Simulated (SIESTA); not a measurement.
# Several settings converged on In (I4/mmm, 1 atom in the cell)

```xyz
1
Lattice="-1.6299 1.6299 2.4824 1.6299 -1.6299 2.4824 1.6299 1.6299 -2.4824" Properties=species:S:1:pos:R:3 pbc="T T T"
In     0.0000     0.0000     0.0000
```

Base method: GGA PBE, numerical atomic orbitals DZP, PseudoDojo PBE standard norm-conserving potentials (rewritten from UPF to PSML) in SIESTA.

Base settings: XC.functional = GGA; XC.authors = PBE; potentials = PseudoDojo PBE standard; PAO.BasisSize = DZP; PAO.EnergyShift = 0.005 Ry; MeshCutoff = 300 Ry; kgrid.MonkhorstPack = 10 10 10; OccupationFunction = FD; ElectronicTemperature = 1160.45 K; MaxSCFIterations = 150.

Core times come from one kind of shared machine, to one figure; runs under 30 s give none.

**The k-point mesh**

The second cell is the first with its lattice scaled by 0.98.

Only quantities that move along the ladder and can be compared are tabulated.

```csv
kgrid.MonkhorstPack,free energy less the last step's (meV/atom),energy of the compressed cell less the first (meV/atom),pressure (GPa),core time / last (rough)
2 2 2,-378.93,-22.33,-3.92,–
4 4 4,125.27,60.37,4.19,–
6 6 6,-28.14,30.44,1.49,–
8 8 8,5.49,36.42,2.06,–
10 10 10,-4.77,36.71,2.04,0.5
11 11 11,1.17,37.33,2.12,0.7
15 15 15,0.00,36.75,2.05,1
```

Coarsest kgrid.MonkhorstPack that holds the free energy within 2 meV/atom: not settled: the last two steps still differ by 1.2 meV/atom, over half the tolerance, so the ladder does not show it.

Coarsest kgrid.MonkhorstPack that holds the energy of the compressed cell less the first within 2 meV/atom of the last step, with all finer ones: 8 8 8; the step before is off by 6.3 meV/atom.

Coarsest kgrid.MonkhorstPack that holds the pressure within 0.5 GPa of the last step, with all finer ones: 8 8 8; the step before is off by 0.56 GPa.

**The k-point mesh at a smearing width of 0.05 eV**

In this ladder: ElectronicTemperature = 580.23 K.

The second cell is the first with its lattice scaled by 0.98.

Only quantities that move along the ladder and can be compared are tabulated.

| kgrid.MonkhorstPack | free energy less the last step's (meV/atom) | energy of the compressed cell less the first (meV/atom) | pressure (GPa) | core time / last (rough) |
|---|---|---|---|---|
| 5 5 5 | 43.71 | 43.79 | 3.00 | – |
| 7 7 7 | 9.15 | 31.63 | 1.60 | – |
| 11 11 11 | 2.13 | 36.89 | 2.08 | – |
| 15 15 15 | 0.74 | 36.38 | 2.00 | 0.1 |
| 19 19 19 | -0.16 | 36.99 | 2.08 | 0.5 |
| 28 28 28 | 0.00 | 36.88 | 2.07 | 1 |

Coarsest kgrid.MonkhorstPack that holds the free energy within 0.5 meV/atom of the last step, with all finer ones: 19 19 19; the step before is off by 0.74 meV/atom.

Coarsest kgrid.MonkhorstPack that holds the pressure within 0.2 GPa of the last step, with all finer ones: 11 11 11; the step before is off by 0.47 GPa.

Coarsest kgrid.MonkhorstPack that holds the energy of the compressed cell less the first within 1 meV/atom of the last step, with all finer ones: 11 11 11; the step before is off by 5.3 meV/atom.

The energy difference between the two cells stays within 1 meV/atom of the last step's from 11 11 11 on, the total only from 15 15 15 on: much of the error is common to both cells and cancels.

**The SCF threshold**

In this ladder: SCF.DM.Tolerance = default; SCF.DM.Converge = false; SCF.H.Converge = false; SCF.FreeE.Converge = true.

The mesh stays at the base's, so the ladder's end is converged at best in this setting alone.

Only quantities that move along the ladder and can be compared are tabulated.

| SCF.FreeE.Tolerance | free energy less the last step's (meV/atom) | pressure (GPa) | core time / last (rough) |
|---|---|---|---|
| 1.0E-01 eV | 87.08 | 0.92 | – |
| 1.0E-03 eV | 0.73 | 2.12 | – |
| 1.0E-05 eV | 0.00 | 2.04 | – |
| 1.0E-07 eV | 0.00 | 2.04 | 0.2 |
| 1.0E-10 eV | 0.00 | 2.04 | 0.9 |
| 1.0E-12 eV | 0.00 | 2.04 | 1 |

Coarsest SCF.FreeE.Tolerance that holds the pressure within 0.05 GPa of the last step, with all finer ones: 1.0E-05 eV; the step before is off by 0.08 GPa.

Coarsest SCF.FreeE.Tolerance that holds the free energy within 1 meV/atom of the last step, with all finer ones: 1.0E-03 eV; the step before is off by 87 meV/atom.

On the base run: the starting cell has typed, rounded lattice constants, without a prior relaxation at this level. Its lattice was rescaled by up to half a per cent. Values carry the incompleteness of an atom-centred basis.
